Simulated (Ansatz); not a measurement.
An ideal cubic perovskite cell is held by its symmetry; such compounds can tilt or shift off centre at room temperature. The starting structures come from a database of crystals and need not be the phases stable at ambient conditions.

 Where the default PAW files enter, the runs use the earlier of Ansatz's two default sets.

Input:

```
CELL_PARAMETERS angstrom
      4.05693     0.00000     0.00000
      0.00000     5.73737     0.00000
      0.00000     2.86868     2.86868
ATOMIC_POSITIONS crystal
  Rb 0.00000 0.00000 0.00000
  Mg 0.50000 0.50000 0.00000
  F  0.50000 0.00000 0.50000
  F  0.50000 0.50000 0.50000
  F  0.00000 0.50000 0.00000
```

Space group of this cell: Pm-3m, cubic perovskite. The cell is taken as given.

Transport runs along the normal of the first two printed cell vectors, the (110) plane of the conventional cell.

The gap is the functional's own. No spin-orbit coupling. Mid-gap values are interpolated on the energy grid.

Q: Compute, with r2SCAN run with Ansatz (a quantum-chemistry and plane-wave program), the band gap and the smallest decay constant κ at mid-gap.

A: Gap 8.34 eV on a 10×10×10 mesh; κ = 0.520 1/Å, at the zone centre.
